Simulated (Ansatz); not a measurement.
The starting structures come from a database of crystals and need not be the phases stable at ambient conditions.

Tunnelling through a barrier is set by its complex band structure: the current falls as exp(−2κd) with the smallest κ.

Input:

```
CELL_PARAMETERS angstrom
      6.07353     0.00000     0.00000
     -3.03676    11.99264     0.00000
      3.03677     2.30690     4.72695
ATOMIC_POSITIONS crystal
  K  0.41549 0.08216 0.25117
  K  0.58451 0.91784 0.74883
  K  0.24883 0.58216 0.08451
  K  0.75117 0.41784 0.91549
  K  0.75000 0.75000 0.25000
  K  0.25000 0.25000 0.75000
  Sb 0.91667 0.25000 0.41667
  Sb 0.08333 0.75000 0.58333
```

Space group of this cell: P6_3/mmc. The cell is taken as given.

Transport runs along the normal of the first two printed cell vectors, the (101) plane of the conventional cell.

The gap is the functional's own. No spin-orbit coupling. Mid-gap values are interpolated on the energy grid.

State the band gap and the smallest decay constant κ at mid-gap according to Ansatz (a quantum-chemistry and plane-wave program) with r2SCAN.

Gap 0.80 eV on a 6×6×6 mesh; κ = 0.104 1/Å, at the zone centre.
